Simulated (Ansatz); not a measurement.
The parent structure is GaSe (space group P6_3/mmc, No. 194; a = 3.769 Å, c = 15.961 Å; layered, stacked along the Cartesian z axis).

Calculations: PBE-D3(BJ) in Ansatz (plane waves to 420 eV, PAW, no spin-orbit coupling).

Base values:

The valley order is Γ 0.87 eV; M (1/2, 0, 0) 1.02 eV; K (1/3, 1/3, 0) 1.43 eV.

The change: electron doping at 1.0×10^22 cm⁻³ (1.96 per cell), with a uniform compensating background at fixed cell and a 300 K Fermi–Dirac width.

Task: What does the calculation give for the valley order after the change?

Result: The valley order (the lowest conduction-band minima on the path, energy above the VBM, named in the base's zone) changes from Γ 0.87 eV; M (1/2, 0, 0) 1.02 eV; K (1/3, 1/3, 0) 1.43 eV to M (1/2, 0, 0) 0.70 eV; Γ 0.89 eV; K (1/3, 1/3, 0) 1.06 eV.

Carriers are added with a uniform compensating background; total energy and stress of such cells depend on the potential's zero and are not compared; many-body gap narrowing is missing at this level. The levels and masses belong to the bands next to the band gap. No phonon test of stability was made.

Ansatz is a program for electronic structure.
